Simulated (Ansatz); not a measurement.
# Ru (P6_3/mmc): band-structure transport figures

Given:

```
Ru
1.0
    2.68815     0.00000     0.00000
   -1.34408     2.32801     0.00000
    0.00000     0.00000     4.25561
Ru
2
Direct
  0.33333   0.66667   0.25000
  0.66667   0.33333   0.75000
```

Level of theory: PBEsol, rigid bands (plane waves, PAW, scalar-relativistic; Ansatz, a first-principles code). How the cell was made: cell and atoms relaxed with PBEsol.

```json
{
 "density of states at the Fermi level": "1.56 states/(eV·cell), both spins",
 "bare Sommerfeld coefficient": "1.84 mJ/(mol of atoms·K²)",
 "drude_plasma_energy": "8.6 (x), 8.6 (y), 9.6 (z) eV",
 "root-mean-square Fermi velocity": "7.2e5 m/s",
 "resistivity times τ": "6.7 (x), 6.7 (y), 5.3 (z) ×10⁻²² Ω·m·s"
}
```

A metal at this level (no band gap); rigid bands, thermally averaged at 300 K, both spins. Spin-orbit coupling is left out. τ is one relaxation time for all states.
